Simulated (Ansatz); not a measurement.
Input and output of a relaxation of cell and atoms for Be₄AlNi (F-43m, 6 atoms in the cell) (Ansatz, a first-principles code).

Computed with PBEsol, default PAW files made with PBE (plane waves; Ansatz).

The change in words: atoms on their sites; basis.ecutwfc: 420 eV → 505 eV; relax: default → cell and atoms. Reference geometry:
```
CELL_PARAMETERS angstrom
      0.00000     2.98435     2.98435
      2.98435     0.00000     2.98435
      2.98435     2.98435     0.00000
ATOMIC_POSITIONS crystal
  Be 0.37846 0.37846 0.37846
  Be 0.87914 0.37362 0.37362
  Be 0.37362 0.37362 0.87914
  Be 0.37362 0.87914 0.37362
  Al 0.75000 0.75000 0.75000
  Ni 0.00000 0.00000 0.00000
```

Reference input (self-consistent single point, DFT, PBEsol, plane waves, default PAW files made with PBE): basis.ecutwfc = 420 eV; kpoints.mp_grid.grid = 10 10 10; hamiltonian.xc = pbesol; hamiltonian.pseudopotentials = {kind: paw} (the program's default PAW files); scf.occupations.method = fermi_dirac; scf.occupations.width = 0.1 eV. This run's input differs from it in these lines:

Ansatz 0.2 input:
```diff
@@ -7,3 +7,3 @@
   atoms:
-    - { symbol: Be, position: [0.378456, 0.378456, 0.378456] }
+    - { symbol: Be, position: [0.373620, 0.373620, 0.373620] }
     - { symbol: Be, position: [0.879140, 0.373620, 0.373620] }
@@ -14,3 +14,3 @@
 basis:
-  ecutwfc: 420.0
+  ecutwfc: 505.0
 kpoints:
@@ -22,2 +22,4 @@
   occupations: { method: fermi_dirac, width: 0.1 }
+relax:
+  cell: {}
 output:
```

Output (repeated stretches shortened):

```
   [... SCF lines of the steps left out ...]
relax step   1: F+E_penalty+E_count = -6692.71338119 eV  Δ(F+E_penalty+E_count) = +0.000e0 eV  max|allowed force component| = 4.179e-2 eV/Å  Δτ_max = 0.0000 Å  P = +1.583 GPa  Ω = 53.159 Å³  (6 SCF iters, dr2 threshold 1.00e-7 eV, accepted)
relax step   2: F+E_penalty+E_count = -6692.71591069 eV  Δ(F+E_penalty+E_count) = -2.530e-3 eV  max|allowed force component| = 1.913e-2 eV/Å  Δτ_max = 0.0015 Å  P = +0.676 GPa  Ω = 53.477 Å³  energy of the carried Pulay correction = -2.003e-5 eV  (6 [...]
relax step   3: F+E_penalty+E_count = -6692.71649113 eV  Δ(F+E_penalty+E_count) = -5.804e-4 eV  max|allowed force component| = 3.718e-6 eV/Å  Δτ_max = 0.0013 Å  P = +0.012 GPa  Ω = 53.716 Å³  energy of the carried Pulay correction = -3.497e-5 eV  (6 [...]
relax step   4: F+E_penalty+E_count = -6692.71652822 eV  Δ(F+E_penalty+E_count) = -3.709e-5 eV  max|allowed force component| = 1.380e-5 eV/Å  Δτ_max = 0.0000 Å  P = +0.013 GPa  Ω = 53.716 Å³  stress off target by 1.26e-2 GPa  SCF on the basis [...]
basis re-selected at this cell: Δ(F+E_penalty+E_count) = -3.709e-5 eV, ΔP = +0.001 GPa vs the last step
the relaxation is at rest under the 24 symmetry operations that the run kept from its start: a minimum is not shown …
Free energy (F): -6692.716528 eV
Internal energy: -6692.676501 eV  (E = F + TS)
E sigma→0 (E₀):  -6692.696515 eV
Entropy (-TS):   -0.040027 eV (-6.671 meV/atom)
Fermi energy:    11.124181 eV
--- Forces (eV/Å), atoms counted from 1 ---
  atom   1  Be     0.00001380     0.00001380     0.00001380
   [... lines left out ...]
  cell:  # Å, volume = 53.7160 Å³
   [... lines left out ...]
    - { symbol: Be, position: [0.878341264007725, 0.37388624533075826, 0.3738862453307583] }
    - { symbol: Be, position: [0.37388624533075826, 0.37388624533075826, 0.878341264007725] }
    - { symbol: Be, position: [0.37388624533075826, 0.878341264007725, 0.3738862453307583] }
    - { symbol: Al, position: [0.75, 0.75, 0.75] }
    - { symbol: Ni, position: [3.632955526660251e-20, -6.0549258777671144e-21, -2.4219703511068358e-20] }
```

The run converged.  The full log also holds: “iter 5 did not close the SCF: its close was put off for the readings that it lacked (scf_convergence_deferred on its scf_iter line)”. The full log also holds: “iter 5 did not close the SCF: its close was put off for the readings that it lacked (scf_convergence_deferred on its scf_iter line)”.

Summary of the result:
Free energy E − TS (on the zero of these files): -6692.7165 eV
Fermi level (on the code's own zero): 11.12 eV
Pressure: 0.01 GPa
Final cell: a = 4.2352 Å, b = 4.2352 Å, c = 4.2352 Å, α = 60.00°, β = 60.00°, γ = 60.00°
Final volume per atom: 8.95 Å³
Relaxation steps: 4

The starting cell comes from a database of computed structures (which also holds hypothetical and non-ambient phases and stackings), without a prior relaxation at this level. Its lattice was rescaled by up to half a per cent. Spin polarisation is off. The relaxation keeps the symmetry of its start, so its end need not be a minimum. Ansatz's pressure includes its estimate of the finite-basis (Pulay) stress.
